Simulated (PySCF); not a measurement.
A user runs PySCF on MgS (F-43m, 2 atoms in the cell) and asks whether the run is sound. The aim is a self-consistent single point with DFT LDA, Gaussian basis gth-dzvp-molopt-sr, GTH pseudopotentials gth-pade, FFT density fitting with multigrid.

Cell that was meant: a = 4.0066 Å, b = 4.0066 Å, c = 4.0066 Å, α = 60.00°, β = 60.00°, γ = 60.00°.

Part of the input:

```python
              [5.35382088, 5.35382088, 0]]),
    atom='''
Mg              0              0              0
S      8.03073132    40.15365659    40.15365659
''',
    unit='Bohr',
    basis='gth-dzvp-molopt-sr',
```

The program printed (abridged):

```
[INPUT] verbose = 4
[INPUT] num. atoms = 2
[INPUT] num. electrons = 16
[INPUT] charge = 0
[INPUT] spin (= nelec alpha-beta = 2S) = 0
   [... lines left out ...]
diis_start_cycle = 1
diis_space = 8
diis_damp = 0
SCF conv_tol = 1e-08
SCF conv_tol_grad = None
SCF max_cycles = 30

******** PBC SCF flags ********
N kpts = 8
Exchange divergence treatment (exxdiv) = ewald
    madelung (= occupied orbital energy shift) = 0.2140929897020549
    Total energy shift due to Ewald probe charge = -1/2 * Nelec*madelung = -1.71274391762
DF object = <pyscf.pbc.df.fft.FFTDF object>
Uniform grid, mesh = [65 65 65]
Set gradient conv threshold to 0.0001
nelec by numeric integration = 9.63062338668574
init E= -61.9551866261575
  HOMO = 0.387858727  LUMO = 0.409754284455  gap/eV = 0.59581
cycle= 1 E= -102.266748000675  delta_E= -40.3  |g|=   42  |ddm|=  434
WARN: HOMO 0.219826811054 == LUMO 0.219826976869
cycle= 2 E= -116.024287951342  delta_E= -13.8  |g|= 6.47  |ddm|=  276
  HOMO = 0.188375352517  LUMO = 0.207418921945  gap/eV = 0.51820
cycle= 3 E= -116.578689582821  delta_E= -0.554  |g|= 3.45  |ddm|= 18.9
  HOMO = 0.201039311909  LUMO = 0.210331340536  gap/eV = 0.25285
cycle= 4 E= -116.435552438914  delta_E= 0.143  |g|= 0.911  |ddm|=   15
   [... lines left out ...]
  HOMO = 0.200082420135  LUMO = 0.209504336842  gap/eV = 0.25638
cycle= 10 E= -116.478669006232  delta_E= -3.02e-07  |g|= 2.4e-06  |ddm|= 2.8e-05
  HOMO = 0.200082419275  LUMO = 0.209504336625  gap/eV = 0.25638
cycle= 11 E= -116.478669021432  delta_E= -1.52e-08  |g|= 5.41e-08  |ddm|= 3.59e-06
  HOMO = 0.200082419385  LUMO = 0.209504336652  gap/eV = 0.25638
cycle= 12 E= -116.478669019126  delta_E= 2.31e-09  |g|= 2.21e-09  |ddm|= 1.49e-07
  HOMO = 0.200082419384  LUMO = 0.209504336651  gap/eV = 0.25638
nelec by numeric integration = 103.82442019759496
Extra cycle  E= -116.478669019148  delta_E= -2.26e-11  |g|= 2.05e-09  |ddm|= 2.3e-09
converged SCF energy = -116.478669019148
electrons per cell = 16.000000
highest filled level = 0.200082 Ha, lowest empty level = 0.209504 Ha
```

Problem. Is this run sound? If not, what is wrong?

Solution. The run is not sound. The fault is an atom typed several cells away. The crystal is the same, but lattice sums are built about the typed positions. To fix it, wrap the atom into the cell. The run converged in 12 iterations without an error; against the sound input the free energy goes down by 585 eV/atom. The full log also holds: “WARN: Atoms found out of the primitive cell.” and “WARN: HOMO 0.219826811054 == LUMO 0.219826976869”.

An input that runs soundly differs in these lines (not the only fix; some lines may just follow from the change or write a value another way):
```diff
-S      8.03073132    40.15365659    40.15365659
+S      8.03073132     8.03073132     8.03073132
```

With that input, the run converged in 6 iterations: free energy E − TS -1998.6801 eV; top of the valence band (on the code's own zero) 3.28 eV; gap on the k-point mesh 2.81 eV (DFT LDA, Gaussian basis gth-dzvp-molopt-sr, GTH pseudopotentials gth-pade, FFT density fitting with multigrid).

On the sound input: the starting cell comes from a database of computed structures (which also holds hypothetical and non-ambient phases and stackings), without a prior relaxation at this level. Values carry the incompleteness of an atom-centred basis. The mesh is very coarse (it stands for a supercell whose shortest vector is 8 Å): a converged loop gives no converged values here.
